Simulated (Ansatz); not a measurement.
**A computed series for Ti: response to strain**

Take Ti in the hcp (Mg type) structure (space group P6_3/mmc, No. 194; a = 2.936 Å, c = 4.640 Å; relaxed with 0.1 eV smearing) as the base. Axes: x lies along a and z along c of the hexagonal cell.

Strains are applied to the cell and any free atomic positions relax; under biaxial strain the out-of-plane vector relaxes too.

Level of theory: Ansatz (a first-principles code), r2SCAN, PAW, cutoff 500 eV, no SOC.

Notes on the quantities. in-plane stress: mean in-plane stress (compression positive).

```csv
change,out-of-plane strain,in-plane stress
"biaxial strain −3.00 %, plane normal [001], relaxed out of plane",+2.40 %,+7.0 GPa
"biaxial strain −2.50 %, plane normal [001], relaxed out of plane",+1.99 %,+5.8 GPa
"biaxial strain −2.00 %, plane normal [001], relaxed out of plane",+1.58 %,+4.6 GPa
"biaxial strain −1.50 %, plane normal [001], relaxed out of plane",+1.18 %,+3.4 GPa
"biaxial strain −1.00 %, plane normal [001], relaxed out of plane",+0.78 %,+2.2 GPa
"biaxial strain −0.50 %, plane normal [001], relaxed out of plane",+0.39 %,+1.1 GPa
```

Whether these cells are dynamically stable was not tested. All final runs are without spin polarisation.
